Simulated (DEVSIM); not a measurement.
Device: abrupt Si n-p junction, at 250 K.

```tsv
layer (left to right)	material	thickness (μm)	Nd (cm⁻³)	Na (cm⁻³)	τn (s)	τp (s)
1	Si	69.0	2e16	-	1.8e-6	1.8e-6
2	Si	2.40	-	4.5e14	1.8e-6	1.8e-6
```

Left contact: ohmic. Right contact: ohmic. Voltage is applied to the left contact. Recombination: SRH at mid-gap. Mobility is constant in doping.

This is a model device: material constants are rounded textbook-type values typed into the input, and sizes, dopings and lifetimes were drawn at random. Values at 300 K; Nc and Nv go as T^1.5, mobilities as T to minus their exponent, the gap by Varshni's rule with the affinity fixed.

```tsv
parameter	Si
gap (eV)	1.124
affinity (eV)	4.05
permittivity	11.7
Nc (cm⁻³)	2.86e19
Nv (cm⁻³)	3.1e19
μn (cm²/Vs)	1417
μp (cm²/Vs)	470
T exponent of μn	2.3
T exponent of μp	2.2
Varshni α (eV/K)	0.000473
Varshni β (K)	636
```

DEVSIM, 1D drift-diffusion, Boltzmann statistics, complete ionisation; no tunnelling, impact ionisation, image-force lowering or self-heating.

The doping Nd of layer 1 was swept, all else fixed.

```csv
doping Nd of layer 1 (cm^-3),largest field in the device at zero bias (V/cm),dark forward voltage at 1 A/cm² (V),potential step across the device at zero bias (V)
6e14,7100,0.645,0.676
2e15,8700,0.623,0.702
6e15,[?],0.615,0.725
2e16,11000,0.611,0.751
6e16,15000,0.610,0.775
2e17,24000,0.609,0.801
6e17,39000,0.609,0.825
```

Question: What belongs in the gaps?

Answer: 
- 6e15, largest field in the device at zero bias (V/cm): 9500
